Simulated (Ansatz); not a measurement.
Ansatz (a first-principles code) run on SnSe2 (P-3m1, 3 atoms in the cell): dielectric-response calculation.

Method of the run: LDA (PW92), default PAW files made with PBE (plane waves; Ansatz).

```
CELL_PARAMETERS angstrom
      1.89928    -3.28966     0.00000
      1.89928     3.28966     0.00000
      0.00000     0.00000     6.12158
ATOMIC_POSITIONS crystal
  Sn 0.00000 0.00000 0.00000
  Se 0.33333 0.66667 0.25000
  Se 0.66667 0.33333 0.75000
```

Reference input (self-consistent single point, DFT, LDA (PW92), plane waves, default PAW files made with PBE): basis.ecutwfc = 420 eV; kpoints.mp_grid.grid = 8 8 4; hamiltonian.xc = lda; hamiltonian.pseudopotentials = {kind: paw} (the program's default PAW files); scf.occupations.method = fermi_dirac; scf.occupations.width = 0.05 eV. This run's input differs from it in these lines:

Ansatz 0.2 input:
```diff
@@ -10,3 +10,3 @@
 basis:
-  ecutwfc: 420.0
+  ecutwfc: 545.0
 kpoints:
@@ -17,7 +17,4 @@
 scf:
-  occupations: { method: fermi_dirac, width: 0.05 }
-output:
-  forces: true
-  eigenvalues: true
-  stress: true
+  occupations: { method: fixed }
+dielectric: {}
```

The program printed (abridged):

```
SCF iter   1: F=—  HF=-16647.004347 eV  |F-HF|=—  |Δ(HF+E_count)|=         —  Δρ=5.52e-3  dr2=1.03e-2  ethr=1.77e-3  ⟨swp⟩=5.0  Hψ=8095  notcnv=0  defer=228
all-band conjugate gradients solve this SCF's bands
preconditioner: auto → Resta (q_TF=auto, 2.507 Å⁻¹)
SCF iter   2: F=—  HF=-16646.998961 eV  |F-HF|=—  |Δ(HF+E_count)|=   5.39e-3  Δρ=2.67e-3  dr2=2.53e-3  ethr=2.25e-5  ⟨swp⟩=2.0  Hψ=3978  notcnv=0  defer=234
   [... lines left out ...]
SCF iter   6: F=—  HF=-16646.998277 eV  |F-HF|=—  |Δ(HF+E_count)|=   8.12e-7  Δρ=1.09e-5  dr2=1.26e-7  ethr=1.62e-9  ⟨swp⟩=2.0  Hψ=3900  notcnv=0  defer=78
SCF iter   7: F=—  HF=-16646.998277 eV  |F-HF|=—  |Δ(HF+E_count)|=   8.82e-9  Δρ=2.52e-6  dr2=7.15e-9  ethr=2.74e-10  ⟨swp⟩=2.0  Hψ=3900  notcnv=0  defer=78
SCF iter   8: F=—  HF=-16646.998277 eV  |F-HF|=—  |Δ(HF+E_count)|=   5.26e-9  Δρ=7.00e-7  dr2=3.87e-10  ethr=1.55e-11  ⟨swp⟩=2.0  Hψ=3900  notcnv=0  defer=78
SCF iter   9: F=-16646.998277 eV  HF=-16646.998277 eV  |F-HF|=4.00e-11  |Δ(HF+E_count)|=  1.46e-10  Δρ=1.90e-7  dr2=2.43e-11  ethr=1.00e-12  ⟨swp⟩=8.4  Hψ=9571  notcnv=0
SCF 1 converged in 9 iterations: F = -16646.998277 eV  dr2 = 2.43e-11
DFPT response loops at Γ: preconditioner auto → Resta (q_TF=auto, 2.507 Å⁻¹)  ε∞=9.3 (no band partly filled) …
── the response to a field inside a basis, on 14×14×8 k-points: an SCF that follows is theirs, and a resumed run solves both again ──
Crystal: 3 atoms, lattice volume = 76.495 Å³
Bands: 24, of which v1, the nominal top of the filled ones, is band 23 counted from 1 (22 counted from 0)
k-points: 420 of 1568 (irreducible under 4 space group operations)
Initial density: handed on by an earlier stage of this run
Initial wavefunctions: pseudopotential atomic-orbital guess (no wavefunctions were taken with the density)
   [... lines left out ...]
Crystal: 3 atoms, lattice volume = 76.495 Å³
WARN: field response: inside a basis, on 10×10×6 points, memory doesn't hold the 14×14×8 that were asked …
Free energy (F): -16646.998277 eV
Fermi energy:    7.947542 eV
   [... lines left out ...]
         0.00000   -0.00000   -0.96569
    site 2:
        -2.55297    0.00000    0.00000
         0.00000   -2.55297   -0.00000
         0.00000   -0.00000   -0.96569
  Z* charge neutrality: 1.812e-2 e pre-enforcement
  solved inside a basis spanned on kpoints, on 10×10×6 k-points, which do not settle them: ε∞ is read to err by 3.1e-1, Z* by 1.5e-1 e (field_mesh …
```

The run converged in 17 iterations. 

Summary of the result:
```
Item                                                                                                           Result
----------------------------------------------------------------------------------------  ---------------------------
Free energy E − TS (on the zero of these files)                                                        -16646.9983 eV
Top of the valence band (on the code's own zero)                                                              7.95 eV
Gap on the k-point mesh                                                                                       0.69 eV
ε∞ at this k-point mesh, which may be far from converged in small-gap cells (xx, yy, zz)             12.0, 12.0, 9.70
Born charges at this mesh (mean of the diagonal, e)                                       Sn 4.05, Se -2.02, Se -2.02
```

The starting cell has typed, rounded lattice constants, without a prior relaxation at this level. Its lattice was rescaled by up to half a per cent.

Cost on one core of a shared machine: roughly 9 min.
